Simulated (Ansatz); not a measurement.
The starting structures come from a database of crystals and need not be the phases stable at ambient conditions.

Tunnelling through a barrier is set by its complex band structure: the current falls as exp(−2κd) with the smallest κ.

Data:

```
CELL_PARAMETERS angstrom
      5.65090     0.00000     0.00000
      1.73689     5.37735     0.00000
      1.73689     1.26423     2.28033
ATOMIC_POSITIONS crystal
  Zn 0.50000 0.50000 0.50000
  Zn 0.00000 0.00000 0.00000
  F  0.30314 0.30314 0.39372
  F  0.69686 0.69686 0.60628
  F  0.19686 0.80314 0.50000
  F  0.80314 0.19686 0.50000
```

Space group of this cell: P4_2/mnm, rutile. The cell is taken as given.

Transport runs along the normal of the first two printed cell vectors, the (111) plane of the conventional cell.

The gap is the functional's own, uncorrected, and κ follows it; spin-orbit coupling is left out. Mid-gap values are interpolated between the computed energies.

Problem. Estimate the band gap and the smallest decay constant κ at mid-gap that r2SCAN run with Ansatz (an electronic-structure program) returns for this system.

Solution. Gap 4.27 eV on a 14×14×14 mesh; κ = 0.427 1/Å, at the zone centre.
